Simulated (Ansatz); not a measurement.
Consider the following.

```
CELL_PARAMETERS angstrom
      0.00000     1.73140     1.73140
      1.73140     0.00000     1.73140
      1.73140     1.73140     0.00000
ATOMIC_POSITIONS crystal
  Ni 0.00000 0.00000 0.00000
```

Spin-polarised, with starting moments of sign Ni+.

A single point on Ag with a change (Ag → Ni), its geometry relaxed with PBEsol.

The values are results of r2SCAN (Ansatz, a first-principles code), no spin-orbit coupling, not measurements. Settings: 23×23×23 k-points, 0.05 eV Fermi–Dirac smearing.

**Question.** Predict the band gap.

**Answer.** Zero.

**Question.** What pressure does the calculation give?

**Answer.** 3.0 GPa.

The magnetic state is the one reached from the starting moments; the real material's order can differ, and small cells can't hold many antiferromagnetic ones. Single points use the geometry relaxed with PBEsol. No phonon test of stability was made. The cell was made from Ag by this change: Ag → Ni.
